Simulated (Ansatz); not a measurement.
System: Ag (model structure, started from the diamond type, Fd-3m, No. 227, 2 atoms in the cell). Method: r²SCAN in Ansatz (PAW).

Run with plane-wave cutoff 560 eV, 16×16×16 k mesh, Fermi–Dirac smearing 0.05 eV, no spin polarisation, scalar-relativistic PAW data made under PBE.

Cell (relaxed at this level):

```yaml
crystal:
  lattice:
    - [0.00000, 3.04794, 3.04794]
    - [3.04794, 0.00000, 3.04794]
    - [3.04794, 3.04794, 0.00000]
  atoms:
    - { symbol: Ag, position: [0.25000, 0.25000, 0.25000] }
    - { symbol: Ag, position: [0.00000, 0.00000, 0.00000] }
```

Task: What does this level give for the bulk modulus B0?

Result: 
- bulk modulus B0 = 39.0 GPa

The run finds no gap.

Note: the bulk modulus is −V dP/dV from two relaxed cells at ±2 % in volume; the relaxation could raise the start's symmetry but not lower it, so the cell can be a saddle point.

It cost roughly 2.6 core-minutes of CPU time.

A model structure was made by putting elements into a prototype or built by hand; it is no filed structure, need not be a known phase, and can be a saddle point held by its symmetry.

Ansatz is a first-principles code.
